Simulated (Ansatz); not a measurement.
# Hypothetical zinc blende BaS: pressure series

Take BaS in the zinc blende structure (space group F-43m, No. 216; a hypothetical phase, not in the database extracts checked) as the base.

```yaml
crystal:
  lattice:
    - [0.00000, 3.51779, 3.51779]
    - [3.51779, 0.00000, 3.51779]
    - [3.51779, 3.51779, 0.00000]
  atoms:
    - { symbol: S, position: [0.75000, 0.75000, 0.75000] }
    - { symbol: Ba, position: [0.00000, 0.00000, 0.00000] }
```

Cell and atoms are relaxed at each pressure.

Computed with Kohn–Sham DFT with the PBE functional, run in Ansatz (a program for electronic structure) with PAW and 420 eV plane waves, no spin-orbit coupling.

| change | width of the top valence band | lattice parameter a | band gap |
|---|---|---|---|
| base | 0.67 eV | 7.036 Å | 2.75 eV |
| pressure −2 GPa | 0.54 eV | 7.239 Å | 2.62 eV |
| pressure −1 GPa | 0.61 eV | 7.128 Å | 2.69 eV |
| pressure 0.3 GPa | 0.69 eV | 7.011 Å | ? |
| pressure 0.7 GPa | 0.72 eV | 6.979 Å | 2.78 eV |
| pressure 1.5 GPa | 0.77 eV | ? | 2.82 eV |
| pressure 3 GPa | 0.85 eV | 6.826 Å | 2.87 eV |
| pressure 5 GPa | 0.96 eV | 6.720 Å | 2.92 eV |
| pressure 7.5 GPa | 1.09 eV | 6.610 Å | 2.96 eV |
| pressure 10 GPa | ? | 6.517 Å | 2.99 eV |

Task: What belongs in the blanks?

Result: 
- pressure 0.3 GPa, band gap: 2.76 eV
- pressure 1.5 GPa, lattice parameter a: 6.922 Å
- pressure 10 GPa, width of the top valence band: 1.21 eV

Load acts through the strain it causes; cell and atoms are relaxed under it. Stability against distortions was not tested. No other phases were tried under pressure.
